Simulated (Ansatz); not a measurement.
Seebeck coefficient (μV/K, mean over directions) of p-type GaAlP2 (P-4m2) against carrier density, PBEsol, rigid bands in Ansatz (a first-principles code). Computed gap 1.46 eV; densities at which minority carriers matter at this gap, or further valleys turn the trend, are left out. Conductivity mass 0.50 mₑ (harmonic mean over directions), N_v = 4.4e19 cm⁻³ at 300 K.

```json
[
 {"hole density": "1e16 cm⁻³", "300 K": "959", "500 K": "1031"},
 {"hole density": "1e17 cm⁻³", "300 K": "760", "500 K": "832"},
 {"hole density": "1e18 cm⁻³", "300 K": "562", "500 K": "634"},
 {"hole density": "3e18 cm⁻³", "300 K": "468", "500 K": "539"},
 {"hole density": "1e19 cm⁻³", "300 K": "366", "500 K": "436"},
 {"hole density": "3e19 cm⁻³", "300 K": "276", "500 K": "[?]"},
 {"hole density": "1e20 cm⁻³", "300 K": "184", "500 K": "[?]"},
 {"hole density": "3e20 cm⁻³", "300 K": "111", "500 K": "161"},
 {"hole density": "1e21 cm⁻³", "300 K": "53", "500 K": "[?]"}
]
```

Problem. What belongs in the gaps?

Solution. 
- 3e19 cm⁻³, 500 K: 343
- 1e20 cm⁻³, 500 K: 244
- 1e21 cm⁻³, 500 K: 86

Rigid bands with a gap fixed in temperature, one relaxation time for all states, no polarons or phonon drag, and whether or not such doping can be reached. Spin-orbit coupling is left out; where it splits the top of the valence band, N_v and the p-type Seebeck coefficient come out somewhat high without it.

Computed structure, not matched to a measured one here, so possibly hypothetical: GaAlP2 (P-4m2).
